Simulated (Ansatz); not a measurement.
Ansatz (a program for electronic structure) run on NiSi2 (Fm-3m, 3 atoms in the cell): self-consistent single point.

Method of the run: PBE, PAW files (plane waves; Ansatz).

```
NiSi2
1.0
    0.00000     2.68850     2.68850
    2.68850     0.00000     2.68850
    2.68850     2.68850     0.00000
Si Ni
2 1
Direct
  0.25000   0.25000   0.25000
  0.75000   0.75000   0.75000
  0.00000   0.00000   0.00000
```

Reference input (self-consistent single point, DFT, PBE, plane waves, PAW files): kpoints.mp_grid.grid = 9 9 9; hamiltonian.xc = pbe; hamiltonian.pseudopotentials = {kind: paw} (the program's default PAW files); scf.occupations.method = methfessel_paxton; scf.occupations.width = 0.1 eV. This run's input differs from it in these lines:

Ansatz 0.2 input:
```diff
@@ -10,3 +10,3 @@
 kpoints:
-  mp_grid: { grid: [9, 9, 9] }
+  mp_grid: { grid: [7, 7, 7] }
 hamiltonian:
```

The program printed (abridged):

```
SCF iter   1: F=—  HF=-7113.260101 eV  |F-HF|=—  |Δ(HF+E_count)|=         —  Δρ=9.06e-2  dr2=4.00e0  ethr=3.10e-3  ⟨swp⟩=5.5  Hψ=1744  notcnv=0
all-band conjugate gradients solve this SCF's bands
preconditioner: auto → Kerker (q_TF=auto, 2.551 Å⁻¹)
SCF iter   2: F=—  HF=-7112.718152 eV  |F-HF|=—  |Δ(HF+E_count)|=   5.42e-1  S|Δr|=    0.00e0  Δρ=3.87e-2  dr2=1.03e0  ethr=3.10e-3  ⟨swp⟩=2.8  Hψ=677  notcnv=0  defer=5
   [... lines left out ...]
SCF iter   7: F=—  HF=-7112.399275 eV  |F-HF|=—  |Δ(HF+E_count)|=   1.37e-4  S|Δr|=    0.00e0  Δρ=3.64e-4  dr2=4.32e-5  ethr=4.56e-6  ⟨swp⟩=1.1  Hψ=345  notcnv=0  defer=4
SCF iter   8: F=—  HF=-7112.399253 eV  |F-HF|=—  |Δ(HF+E_count)|=   2.16e-5  S|Δr|=    0.00e0  Δρ=3.77e-5  dr2=3.99e-7  ethr=1.66e-7  ⟨swp⟩=1.8  Hψ=395  notcnv=0  defer=4
SCF iter   9: F=-7112.399254 eV  HF=-7112.399254 eV  |F-HF|=3.46e-11  |Δ(HF+E_count)|=   9.71e-8  S|Δr|=    0.00e0  Δρ=1.38e-6  dr2=9.88e-10  ethr=3.85e-10  ⟨swp⟩=6.0  Hψ=1493  notcnv=0
SCF 1 converged in 9 iterations: F = -7112.399254 eV  dr2 = 9.88e-10
Stability not checked (fill_not_monotonic)
Free energy (F): -7112.399254 eV
Internal energy: -7112.397193 eV  (E = F + TS)
E sigma→0 (E₀):  -7112.398738 eV
Entropy (-TS):   -0.002060 eV (-0.687 meV/atom)
Fermi energy:    13.476507 eV
--- Forces (eV/Å), atoms counted from 1 ---
  atom   1  Si     0.00000000     0.00000000    -0.00000000
   [... zero for the other atoms too ...]
--- Stress (GPa, compression-positive) ---
        5.834461      -0.000000      -0.000000
        0.000000       5.834461       0.000000
       -0.000000       0.000000       5.834461
  P = ⅓ Tr σ = 5.8345 GPa (58.345 kbar)
  The stress holds the Pulay correction. Without it, at fixed plane waves, as pw.x and ABINIT print it: P = 5.7961 GPa
```

The run converged in 9 iterations. Against the reference run the free energy goes down by 6.0 meV/atom and the pressure goes from 6.52 to 5.83 GPa.

The starting cell has typed, rounded lattice constants, without a prior relaxation at this level. Its lattice was rescaled by a random factor within 2.5 % of one. Spin polarisation is off. Ansatz's pressure includes its estimate of the finite-basis (Pulay) stress.
